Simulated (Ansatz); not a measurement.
The reference is ZnS in the wurtzite structure (space group P6_3mc, No. 186; a = 3.8061 Å, c = 6.2447 Å). Axes: x lies along a and z along c of the hexagonal cell.

Level of theory: r2SCAN, PAW, 500 eV (Ansatz, a program for electronic structure; no SOC).

Now apply this change: uniaxial strain ε_yy = −3.50 %, all other strain components held at zero, atoms relaxed at fixed cell.

Predict the stress tensor and what it implies for the stiffness.

Stress of the strained cell less that of the base (GPa, compression positive):
```
   2.35    0.00    0.00
   0.00    4.69    0.00
   0.00    0.00    1.72
```

Then −Δσ_ii/ε with ε = -0.0350 gives secant stiffness values (nonlinear terms included at this strain): C22 ≈ 134 GPa, C12 ≈ 67 GPa and C23 ≈ 49 GPa.

As a check, the harmonic strain energy −½ V₀ Δσ:ε is 10 meV/atom; the computed energy rise is 9.9 meV/atom.

No phonon test of stability was made.
